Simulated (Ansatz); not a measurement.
**CdS: pressure series**

The reference is CdS in the zinc blende structure (space group F-43m, No. 216; a = 5.927 Å).

Cell and atoms are relaxed at each pressure.

Computed with DFT with PBE, PAW potentials and a 420 eV plane-wave cutoff in Ansatz (a quantum-chemistry and plane-wave program), no spin-orbit coupling, earlier PAW set.

Before the change:

Band gap: 1.04 eV

Problem. The aim is a band gap between 1.63 eV and 1.77 eV. Which of these changes reaches it?
A) pressure 7 GPa
B) pressure 3 GPa
C) pressure 15 GPa
D) pressure 50 GPa

Solution. D, pressure 50 GPa. It gives 1.71 eV; pressure 7 GPa gives 1.26 eV; pressure 15 GPa gives 1.42 eV; pressure 3 GPa gives 1.15 eV. Changes not listed may reach it too

Load acts through the strain it causes; cell and atoms are relaxed under it. Whether these cells are dynamically stable was not tested. Tetrahedral semiconductors of this kind turn to denser phases somewhere between about 1 and 50 GPa; those were not computed, so compressed cells here can lie past the real transition.
